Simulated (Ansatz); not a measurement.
Stishovite (SiO2), treated with G0W0@HSE06 in Ansatz (plane waves, hard PAW, contour deformation).

The cell has the measured lattice parameters. Conventional cell: a = 4.1790 Å, b = 4.1790 Å, c = 2.6649 Å, α = 90.00°, β = 90.00°, γ = 90.00°.

One run with a 4×4×8 mesh, response cutoff 100 eV and 194 empty bands, not extrapolated in mesh or basis; no spin–orbit coupling.

Highest filled and lowest empty level by k point (fractions of the reciprocal vectors of the cell (4.179 0.000 0.000) (0.000 4.179 0.000) (0.000 0.000 2.665) Å; eV from the valence maximum of each method):

```json
[
 {"k": "0 0 0", "HSE06 filled": "0.00", "HSE06 empty": "7.71", "QP filled": "0.00", "QP empty": "9.15"},
 {"k": "0 -0.5 0", "HSE06 filled": "-1.08", "HSE06 empty": "9.94", "QP filled": "-1.16", "QP empty": "11.46"},
 {"k": "0.25 0.25 0.125", "HSE06 filled": "-0.77", "HSE06 empty": "9.50", "QP filled": "[?]", "QP empty": "[?]"},
 {"k": "0.25 0.25 0.375", "HSE06 filled": "-1.48", "HSE06 empty": "10.19", "QP filled": "-1.64", "QP empty": "11.79"},
 {"k": "0.25 -0.5 0.25", "HSE06 filled": "-1.46", "HSE06 empty": "10.68", "QP filled": "-1.59", "QP empty": "12.31"},
 {"k": "-0.5 -0.5 0.125", "HSE06 filled": "-2.05", "HSE06 empty": "10.20", "QP filled": "-2.19", "QP empty": "11.78"},
 {"k": "-0.5 -0.5 0.25", "HSE06 filled": "-1.71", "HSE06 empty": "10.37", "QP filled": "-1.83", "QP empty": "12.01"},
 {"k": "-0.5 -0.5 -0.5", "HSE06 filled": "-1.67", "HSE06 empty": "9.29", "QP filled": "[?]", "QP empty": "[?]"}
]
```

Estimate the withheld levels to about 0.1 eV.


- 0.25 0.25 0.125, QP filled: -0.83
- 0.25 0.25 0.125, QP empty: 11.06
- -0.5 -0.5 -0.5, QP filled: -1.84
- -0.5 -0.5 -0.5, QP empty: 10.81

Note: GW on a hybrid start was not checked against another program; cell and atoms aren't relaxed at this level.

Ansatz is a quantum-chemistry and plane-wave program.
